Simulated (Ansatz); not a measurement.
**Element substitutions in Ti**

The parent structure is Ti in the hcp (Mg type) structure (space group P6_3/mmc, No. 194; a = 2.9391 Å, c = 4.6501 Å).

Each row replaces one element on all its sites; cell and atoms are relaxed.

Level of theory: PBE (Ansatz, a first-principles code, PAW, no SOC).

| variant | volume per atom | c/a ratio |
|---|---|---|
| base | 17.39 Å³ | 1.582 |
| Ti → Sc | 24.65 Å³ | 1.556 |
| Ti → Zr | 23.39 Å³ | … |
| Ti → Hf | … | 1.582 |

### Question
Complete the table.

### Answer

- Ti → Zr, c/a ratio: 1.601
- Ti → Hf, volume per atom: 22.54 Å³

Whether these cells are dynamically stable was not tested. The final runs are not spin-polarised.
